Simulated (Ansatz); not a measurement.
Effect of biaxial strain −4.03 %, plane normal [001], relaxed out of plane on GeSe2

The parent structure is GeSe2 (space group I-42d, No. 122; a = 5.7908 Å, c = 9.6050 Å; a cell from a computed database, its experimental status unchecked). Axes: x, y, z lie along a, b, c of the conventional cell.

The change: compressive biaxial strain of 4.03 % in the plane normal to [001], as in epitaxy on a mismatched substrate; the out-of-plane cell vector and the atoms relax.

All numbers come from PBEsol (Ansatz, an electronic-structure program), no spin-orbit coupling. Γ-centred 8×8×8 mesh, Fermi–Dirac width 0.05 eV.

* **Volume per atom**: 25.89 Å³ (base 26.84 Å³)
* **Space group**: I-42d (No. 122) (base I-42d (No. 122))
* **Shortest interatomic distance**: 2.377 Å (base 2.375 Å)
* **Energy relative to the base (free energy F)**: +2.6 meV/atom
* **Pressure (mean of the normal stresses, compression positive)**: 0.26 GPa (base 0.00 GPa)
* **Band gap**: 1.15 eV (an upper bound: an edge found on the path is not a true extremum; the base alone) (base 1.35 eV)
* **Out-of-plane strain**: +4.74 %
* **Ratio −ε⊥/ε∥**: 1.18

Cost of the whole job for the changed cell (relaxation, final SCF and bands): roughly 4 core-minutes.

No phonon test of stability was made.
